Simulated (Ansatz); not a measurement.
Take SiO2 (space group P3_221, No. 154) as the base.

```
SiO2
1.0
    5.02211     0.00000     0.00000
   -2.51105     4.34927     0.00000
    0.00000     0.00000     5.51028
Si O
3 6
Direct
  0.47673   0.47673   0.00000
  0.52327   0.00000   0.66667
  0.00000   0.52327   0.33333
  0.41453   0.15915   0.87178
  0.84085   0.25538   0.53845
  0.15915   0.41453   0.12822
  0.58547   0.74462   0.79488
  0.25538   0.84085   0.46155
  0.74462   0.58547   0.20512
```

Level of theory: plane-wave PAW DFT at the PBE level (Ansatz, a first-principles code, 420 eV), no spin-orbit coupling.

Before the change:

```
Quantity               Result
-------------------  --------
Band gap              5.68 eV
Smallest direct gap   6.01 eV
Pressure             0.00 GPa
```

Modification: an isotropic linear strain of −2.25 %; the atoms relax in the strained cell.

Question: How does this affect the energy relative to the base?

Answer: The energy goes up by 6.8 meV/atom.

Question: How does this affect the band gap?

Answer: The band gap grows by 0.18 eV to 5.86 eV.

Question: Predict the new largest internal atomic displacement.

Answer: The largest internal atomic displacement comes out as 0.146 Å.

Question: How does this affect the smallest direct gap?

Answer: The smallest direct gap grows by 0.125 eV, from 6.01 eV to 6.14 eV.

Question: Estimate the effect on the pressure.

Answer: The pressure (mean of the normal stresses, compression positive) goes from zero to 2.64 GPa.

No phonon test of stability was made.
